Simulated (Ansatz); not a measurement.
A user runs Ansatz (a quantum-chemistry and plane-wave program) on a sheet of MgI₂ (3 atoms in the cell) and asks whether the run is sound. The aim is a self-consistent single point with DFT, PBE, plane waves, default PAW files.

Cell that was meant: a = 4.1126 Å, b = 4.1126 Å, c = 17.3351 Å, α = 90.00°, β = 90.00°, γ = 120.00°.

Part of the input:

Ansatz 0.2 input:
```yaml
hamiltonian:
  xc: pbe
  pseudopotentials: { kind: paw }
efield:
  axis: 1
  dipole_correction: true
scf:
  occupations: { method: fermi_dirac, width: 0.1 }
output:
  forces: true
  eigenvalues: true
```

The program printed (abridged):

```
   [... lines left out ...]
Bands: 27, of which v1, the nominal top of the filled ones, is band 22 counted from 1 (21 counted from 0)
Symmetry: 2 space group operations
k-points: 25 of 81 (time reversal used)
Initial density: superposition of atomic densities (neutral atoms: chi_scale 0, normalization atom), corrected by the library's trained network
Initial wavefunctions: pseudopotential atomic-orbital guess
Eigensolver: davidson
Functional: x = pbe(κ = 0.804, μ = 0.2195149727645171), c = pbe(β = 0.06672455060314922)
SCF iter   1: F=—  HF=-16950.356609 eV  |F-HF|=—  |Δ(HF+E_count)|=         —  Δρ=2.31e-2  dr2=2.69e0  ethr=1.77e-3  p=4.096 e·Å  D=2.92e0 V/Å  ΔV_dip=-10.40 eV  dr2_dipole=1.99e0  V_vac-E_F(+/−)=-0.43/5.03 eV  ⟨swp⟩=11.5  Hψ=4284  notcnv=0
all-band conjugate gradients solve this SCF's bands
efield: sawtooth ramp at fractional position 0.7833 (placed from the atoms, in the widest stretch of the axis that holds none …
   [... lines left out ...]
WARN: efield: at this solve's end the planar-averaged density reaches 2.60e-1 e/Å³ inside the ramp window [0.5026, 0.1641] (bound 1e-5 e/Å³) …
SCF 1 converged in 8 iterations: F = -16948.594150 eV  dr2 = 1.25e-8
the forces of this run sum to 4.524e1 eV/Å along one axis, over √3 times 1.000e-2 eV/Å (the walk's relax.f_tol, or that key's default on a run that moves no …
Free energy (F): -16948.594150 eV
Internal energy: -16948.594150 eV  (E = F + TS)
E sigma→0 (E₀):  -16948.594150 eV
Entropy (-TS):   -0.000000 eV (-0.000 meV/atom)
Fermi energy:    0.083752 eV
Dipole field:    D = 2.052245 V/Å  (p = 2.879811 e·Å, saw-weighted, corrected)
Work function:   Φ+ = withheld (plateau slope 3.3e0 eV/Å)   Φ− = withheld (plateau slope 3.4e0 eV/Å)
Levels:          The Fermi level and band energies are counted from a zero that moves with the ramp; work functions are not
Vacuum region:   at the solve's end the planar-averaged density reaches 2.60e-1 e/Å³ inside the ramp window [0.5026, 0.1641] (bound 1e-5 e/Å³)
--- Forces (eV/Å), atoms counted from 1 ---
  atom   1  Mg   -11.07959295    -6.39680701    -0.02960863
  atom   2  I     -2.02290164    -1.16792300     0.27135048
  atom   3  I    -32.13983774   -18.55594698    -0.24174989
```

Task: Is anything amiss in this input, and did it matter?

Result: The run is not sound. The fault is a dipole correction along a periodic direction. The correction puts a jump of the potential into the vacuum, so its axis must be the surface normal. To fix it, set the axis across the vacuum. The run converged in 8 iterations without an error; against the sound input the free energy goes up by 1.40 eV/atom, the largest force goes from 0.195 to 37.11 eV/Å and the gap on the mesh goes from 3.717 to 3.349 eV.

An input that runs soundly differs in these lines (not the only fix; some lines may just follow from the change or write a value another way):
```diff
-efield:
-  axis: 1
-  dipole_correction: true
+  stress: true
```

With that input, the run converged in 8 iterations: free energy E − TS (on the zero of these files) -16952.7902 eV; top of the valence band (on the code's own zero) -1.81 eV; gap on the k-point mesh 3.72 eV; pressure averaged over the cell with its vacuum 0.60 GPa; largest force (vector length) 0.195 eV/Å (DFT, PBE, plane waves, default PAW files).

On the sound input: the starting cell was generated: these elements placed on a structure prototype, without a prior relaxation; it need not be a known phase or ordering of this composition. Its lattice was rescaled in the plane by a random factor within 2.5 % of one. Spin-orbit coupling is off.
